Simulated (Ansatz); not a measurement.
SiO2 (Imma, No. 74, 12 atoms in the cell; start mp-600000; a measured phase of this formula has another space group)

Method: r²SCAN in Ansatz (PAW).

Numerical settings: plane-wave cutoff 560 eV, 8×8×8 k mesh, Fermi–Dirac smearing 0.01 eV, scalar-relativistic PAW data made under PBE.

Cell (relaxed at this level):

```
O2Si
1.0
   -2.62353     4.75382     4.45087
    2.62353    -4.75382     4.45087
    2.62353     4.75382    -4.45087
Si O
4 8
Cartesian
  0.00000   0.79414   7.51511
  2.62353   3.95968  -3.06424
  2.62353  -0.79414   3.06424
  0.00000   5.54797   1.38664
  2.62353  -2.37691   3.36603
  0.00000   7.13074   1.08485
  1.31176   5.14061   2.22544
  1.31176  -0.38678   2.22544
  1.31176   4.36704  -2.22544
 -1.31176   5.14061   2.22544
  0.00000   0.00000   0.00000
  0.00000   4.75382   0.00000
```

For SiO2 (Imma, No. 74, 12 atoms in the cell; start mp-600000; a measured phase of this formula has another space group), the band gap is 6.17 eV (direct).

Static lattice: no zero-point or thermal effects.

It cost around 2.1 core-minutes (rough) of CPU time.

A start named mp-… is a Materials Project structure, which need not be a measured phase.

Ansatz is a program for electronic structure.
